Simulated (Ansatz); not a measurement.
Base system: HfO2 in the fluorite structure (space group Fm-3m, No. 225; a = 5.058 Å). Axes: x, y, z lie along the cube axes.

Computed with r2SCAN, PAW, 500 eV (Ansatz, a quantum-chemistry and plane-wave program; spin-orbit coupling left out).

Before the change:

The shortest interatomic distance comes out as 2.190 Å and the band gap is 4.30 eV.

Perturbation: tensor shear ε_xz = −0.71 % (engineering shear γ = -0.0142), atoms relaxed at fixed cell.

Problem. Estimate the effect on the shortest interatomic distance.

Solution. The shortest interatomic distance drops by 0.007 Å, from 2.190 Å to 2.183 Å.

Problem. Estimate the effect on the band gap.

Solution. The band gap remains 4.30 eV.

Problem. Predict the new energy relative to the base.

Solution. The energy goes up by 0.5 meV/atom.

Problem. What does the calculation give for the stress after the change?

Solution. The stress (xx, yy, zz, yz, xz, xy; compression positive) is (0.03, 0.03, 0.03, 0.00, 1.05, 0.00) GPa.

With Hf present, leaving out spin-orbit coupling can change the band edges. The cells carry an imposed strain or load. No phonon test of stability was made. This is not the structure that HfO2 has at room temperature and ambient pressure.
